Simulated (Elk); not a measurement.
**Input and output of a self-consistent single point for LiBr (Fm-3m, 2 atoms in the cell) (Elk)**

Level of theory: PBE, all-electron FP-LAPW, Elk's shipped species files, APW+lo basis with extra local orbitals in Elk.

Input as run:

```
tasks
  0

xctype
  20

tforce
  .true.

rgkmax
  7.5

gmaxvr
  18.0

lmaxapw
  10

lmaxo
  8

nxlo
  2

lorbcnd
  .true.

lradstp
  2

nrmtscf
  2.0

lmaxi
  4

swidth
  0.000734986

maxscl
  100

avec
    0.0000000000    5.2156270964    5.2156270964
    5.2156270964    0.0000000000    5.2156270964
    5.2156270964    5.2156270964    0.0000000000

atoms
  2
  'Li.in'
  1
  0.0000000000  0.0000000000  0.0000000000    0.0 0.0 0.0
  'Br.in'
  1
  0.5000000000  0.5000000000  0.5000000000    0.0 0.0 0.0

ngridk
  10 10 10
```

Output (repeated stretches shortened):

```
│ Elk code version 10.2.4 │

All units are atomic (Hartree, Bohr, etc.)

│ Ground-state run starting from atomic densities │

Lattice vectors :
   0.000000000       5.215627096       5.215627096
   5.215627096       0.000000000       5.215627096
   5.215627096       5.215627096       0.000000000

Unit cell volume      :    283.7589670
Brillouin zone volume :   0.8741581494

Muffin-tin inner radius fraction :   0.1000000000E-01

Nuclei treated as point charges

Species :    1 (Li)
 parameters loaded from : Li.in
 name : lithium
 nuclear charge    :   -3.000000000
 electronic charge :    3.000000000
 atomic mass :    12652.66897
 muffin-tin radius :    1.800000000
 number of radial points in muffin-tin :    599
 atomic positions (lattice), magnetic fields (Cartesian) :
   1 :   0.00000000  0.00000000  0.00000000    0.00000000  0.00000000  0.00000000

Species :    2 (Br)
 parameters loaded from : Br.in
 name : bromine
 nuclear charge    :   -35.00000000
 electronic charge :    35.00000000
 atomic mass :    145656.0815
 muffin-tin radius :    2.400000000
 number of radial points in muffin-tin :    999
 atomic positions (lattice), magnetic fields (Cartesian) :
   1 :   0.50000000  0.50000000  0.50000000    0.00000000  0.00000000  0.00000000

Total number of atoms per unit cell :    2

Spin treatment :
 spin-unpolarised

Number of Bravais lattice symmetries :   48
Number of crystal symmetries         :   48
Crystal has inversion symmetry
Real symmetric eigensolver will be used

k-point grid :     10    10    10
k-point offset :    0.000000000       0.000000000       0.000000000
k-point set is reduced with full crystal symmetry group
Total number of k-points :       47

Muffin-tin radius times maximum |G+k| :    7.500000000
 using average radius
Maximum |G+k| for APW functions       :    3.571428571
Maximum (1/2)|G+k|²                   :    6.377551020
Maximum |G| for potential and density :    18.00000000
 potential will be trimmed for |G| > 2 gkmax
Constant for pseudocharge density :   11
Radial integration step length :    2

G-vector grid sizes :     45    45    45
Number of G-vectors :    27941

Maximum angular momentum used for
 APW functions                      :   10
 outer part of muffin-tin           :    8
 inner part of muffin-tin           :    4

Total nuclear charge    :   -38.00000000
Total core charge       :    18.00000000
Total valence charge    :    20.00000000
Total excess charge     :    0.000000000
Total electronic charge :    38.00000000

Effective Wigner radius, rₛ :    1.212529917

Number of empty states         :    8
Total number of valence states :   18
Total number of core states    :   18

Conduction state local-orbitals added automatically
Total number of local-orbitals :  210

Exchange-correlation functional :     20     0     0
 Perdew-Burke-Ernzerhof, Phys. Rev. Lett. 77, 3865 (1996)
 gradient requirement :    1
 generalised gradient approximation (GGA)

Smearing type :    3
 Fermi-Dirac
Smearing width :   0.7349860000E-03
Effective electronic temperature (K) :    232.0902224

Mixing type :    3
 Broyden mixing, J. Phys. A: Math. Gen. 17, L317 (1984)

Kohn-Sham potential initialised from atomic data

│ Self-consistent loop started │
│ Loop number : 1 │
 total energy                :     -2618.66140130
│ Loop number : 2 │
 total energy                :     -2618.62178932
RMS change in Kohn-Sham potential (target) :    8.730082210     (  0.1000000000E-05)
Absolute change in total energy (target)   :   0.3961197306E-01 (  0.1000000000E-03)
│ Loop number : 3 │
 total energy                :     -2616.57224550
RMS change in Kohn-Sham potential (target) :    4.502709675     (  0.1000000000E-05)
Absolute change in total energy (target)   :    2.059446819     (  0.1000000000E-03)
│ Loop number : 4 │
 total energy                :     -2615.17609845
RMS change in Kohn-Sham potential (target) :    1.641759076     (  0.1000000000E-05)
Absolute change in total energy (target)   :    1.911008754     (  0.1000000000E-03)
│ Loop number : 5 │
 total energy                :     -2614.59123959
RMS change in Kohn-Sham potential (target) :   0.4782931885     (  0.1000000000E-05)
Absolute change in total energy (target)   :    1.062611046     (  0.1000000000E-03)
│ Loop number : 6 │
 total energy                :     -2614.39339138
RMS change in Kohn-Sham potential (target) :   0.1123983221     (  0.1000000000E-05)
Absolute change in total energy (target)   :   0.4635009707     (  0.1000000000E-03)
│ Loop number : 7 │
 total energy                :     -2614.32482126
RMS change in Kohn-Sham potential (target) :   0.1181803463E-01 (  0.1000000000E-05)
Absolute change in total energy (target)   :   0.1844453680     (  0.1000000000E-03)
│ Loop number : 8 │
 total energy                :     -2614.31532845
RMS change in Kohn-Sham potential (target) :   0.4012748432E-02 (  0.1000000000E-05)
Absolute change in total energy (target)   :   0.5560414801E-01 (  0.1000000000E-03)
│ Loop number : 9 │
 total energy                :     -2614.30971285
RMS change in Kohn-Sham potential (target) :   0.8024255013E-03 (  0.1000000000E-05)
Absolute change in total energy (target)   :   0.1951663711E-01 (  0.1000000000E-03)
│ Loop number : 10 │
 total energy                :     -2614.30828780
RMS change in Kohn-Sham potential (target) :   0.2547794000E-03 (  0.1000000000E-05)
Absolute change in total energy (target)   :   0.6304206390E-02 (  0.1000000000E-03)
│ Loop number : 11 │
 total energy                :     -2614.30763955
RMS change in Kohn-Sham potential (target) :   0.2124032218E-04 (  0.1000000000E-05)
Absolute change in total energy (target)   :   0.2224306147E-02 (  0.1000000000E-03)
│ Loop number : 12 │
 total energy                :     -2614.30758080
RMS change in Kohn-Sham potential (target) :   0.1023370380E-04 (  0.1000000000E-05)
Absolute change in total energy (target)   :   0.6148283987E-03 (  0.1000000000E-03)
│ Loop number : 13 │
 total energy                :     -2614.30752530
RMS change in Kohn-Sham potential (target) :   0.5448143563E-06 (  0.1000000000E-05)
Absolute change in total energy (target)   :   0.2092052732E-03 (  0.1000000000E-03)
│ Loop number : 14 │
 total energy                :     -2614.30752121
RMS change in Kohn-Sham potential (target) :   0.2712417014E-06 (  0.1000000000E-05)
Absolute change in total energy (target)   :   0.5639617075E-04 (  0.1000000000E-03)
Convergence targets achieved

│ Loop number : 15 │

Energies :
 Fermi                       :     0.554162946289E-01
 sum of eigenvalues          :     -1517.93656205
 electron kinetic            :      2680.18679866
 core electron kinetic       :      2435.73264965
 Coulomb                     :     -5200.26324748
 Coulomb potential           :     -4075.52982761
 nuclear-nuclear             :     -250.457486888
 electron-nuclear            :     -5824.08169358
 Hartree                     :      874.275932984
 Madelung                    :     -3162.49833368
 xc potential                :     -122.593533104
 exchange                    :     -92.4415403977
 correlation                 :     -1.78952886684
 electron entropic           :    -0.157277653943E-11
 total energy                :     -2614.30751809

Density of states at Fermi energy :   0.1359548834E-06
 (states/Hartree/unit cell)

Estimated indirect band gap :   0.1795440383
 from k-point     15 to k-point      1
Estimated direct band gap   :   0.1796850530
 at k-point      1

Charges :
 core                        :    18.00000000
 valence                     :    20.00000000
 interstitial                :    2.370340537
 muffin-tins (core leakage)
  species :    1 (Li)
   atom    1                 :    2.084274694     (   0.000000000    )
  species :    2 (Br)
   atom    1                 :    33.54538477     (  0.2341707735E-04)
 total in muffin-tins        :    35.62965946
 total calculated charge     :    37.99990296
 total charge                :    38.00000000
 error                       :   0.9703883141E-04

│ Self-consistent loop stopped │

Forces :
 species :    1 (Li)
  atom :    1
   Hellmann-Feynman          :     0.00000000    0.00000000   -0.00000000
   IBS                       :    -0.00000000   -0.00000000    0.00000000
   total force               :    -0.00000000   -0.00000000   -0.00000000
   total magnitude           :     0.00000000
 species :    2 (Br)
  atom :    1
   Hellmann-Feynman          :    -0.00000000   -0.00000000    0.00000000
   IBS                       :     0.00000000    0.00000000    0.00000000
   total force               :     0.00000000    0.00000000    0.00000000
   total magnitude           :     0.00000000
```

The run converged in 15 iterations. The count includes the last loop, which Elk runs after its targets are met.

The starting cell comes from a database of computed structures (which also holds hypothetical and non-ambient phases and stackings), without a prior relaxation at this level. Its lattice was rescaled by a random factor within 2.5 % of one. Values depend on the basis (sphere radii, cutoffs, local orbitals), which need not be converged.
